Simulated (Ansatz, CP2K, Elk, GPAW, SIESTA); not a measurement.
# Code comparison for HfIN (R-3m, 6 atoms in the cell)

Self-consistent single point, at a second geometry (lattice scaled by 0.98). First geometry:

```xyz
6
Lattice="1.8464 1.0660 10.7787 -1.8464 1.0660 10.7787 0.0000 -2.1320 10.7787" Properties=species:S:1:pos:R:3 pbc="T T T"
Hf     0.0000     0.0000    25.6880
Hf     0.0000     0.0000     6.6479
I      0.0000     0.0000    12.7095
I      0.0000     0.0000    19.6264
N      0.0000     0.0000     4.5252
N      0.0000     0.0000    27.8108
```

Shared settings, as Ansatz (a quantum-chemistry and plane-wave program) writes them: kpoints.mp_grid.grid = 5 5 5; scf.occupations.method = fermi_dirac; scf.occupations.width = 0.0015 Ry. Potentials and cutoffs stand in the table.

```json
[
 {"code": "Ansatz", "model": "PBEsol, PAW files made with PBE", "ΔF from the first geometry (meV/atom)": "14.0", "pressure (GPa)": "5.56", "largest force (eV/Å)": "0.746", "gap on the mesh (eV)": "0.983", "cutoff": "30.9 Ry"},
 {"code": "SIESTA", "model": "GGA PBEsol, numerical atomic orbitals TZP, PseudoDojo PBEsol standard norm-conserving potentials (rewritten from UPF to PSML)", "ΔF from the first geometry (meV/atom)": "7.5", "pressure (GPa)": "5.09", "largest force (eV/Å)": "0.760", "gap on the mesh (eV)": "0.876", "cutoff": "grid 350 Ry"},
 {"code": "Elk", "model": "PBEsol, all-electron FP-LAPW, Elk's shipped species files, default APW+lo basis", "ΔF from the first geometry (meV/atom)": "14.2", "pressure (GPa)": "–", "largest force (eV/Å)": "–", "gap on the mesh (eV)": "0.965", "cutoff": "default"},
 {"code": "GPAW", "model": "PBEsol, GPAW PAW datasets PBEsol (made by gpaw-setup)", "ΔF from the first geometry (meV/atom)": "18.3", "pressure (GPa)": "–", "largest force (eV/Å)": "0.850", "gap on the mesh (eV)": "0.998", "cutoff": "900 eV"},
 {"code": "CP2K", "model": "PBEsol, GPW, DZVP-MOLOPT-SR-GTH basis, GTH-PBE potentials (GTH_POTENTIALS)", "ΔF from the first geometry (meV/atom)": "9.2", "pressure (GPa)": "5.07", "largest force (eV/Å)": "0.472", "gap on the mesh (eV)": "1.049", "cutoff": "grid 500 Ry"}
]
```

Size of the force on each atom (eV/Å): Sizes of forces hide their directions.

```json
[
 {"code": "Ansatz", "Hf1": "0.746", "Hf2": "0.746", "I3": "0.302", "I4": "0.302", "N5": "0.398", "N6": "0.398"},
 {"code": "SIESTA", "Hf1": "0.760", "Hf2": "0.760", "I3": "0.426", "I4": "0.426", "N5": "0.453", "N6": "0.453"},
 {"code": "GPAW", "Hf1": "0.850", "Hf2": "0.850", "I3": "0.323", "I4": "0.323", "N5": "0.462", "N6": "0.462"},
 {"code": "CP2K", "Hf1": "0.472", "Hf2": "0.472", "I3": "0.380", "I4": "0.380", "N5": "0.233", "N6": "0.233"}
]
```

A dash marks a value that a program does not give, or that is left out as unsure.

Gaps are read on the mesh.

On Ansatz's run: spin-orbit coupling is off.

The spread over the programs that give each value: ΔF from the first geometry within 10.8 meV/atom; pressure within 0.49 GPa; largest force within 0.378 eV/Å; gap on the mesh within 0.173 eV.

SIESTA and CP2K use small atom-centred bases, whose incompleteness enters pressures, forces and empty levels differently from a plane-wave cutoff. Elk treats all electrons, but the usual bases taken here (sphere radii, linearisation, local orbitals, empty states) were not tested for convergence, so the values are no reference for the others. Ansatz's pressure is given at a fixed set of plane waves, as the other plane-wave codes print theirs; with its correction for the finite basis it is 5.71 GPa. The pressure of GPAW is left out: its cutoff lies under the one at which its stress was checked. In the force vectors, SIESTA (by 0.113) and CP2K (by 0.326) lie more than 0.08 eV/Å from the median of the plane-wave programs.

The starting cell comes from a database of computed structures (which also holds hypothetical and non-ambient phases and stackings), without a prior relaxation at this level. For this run, on top of that: lattice scaled by 0.98.

Keys are those of Ansatz 0.2.
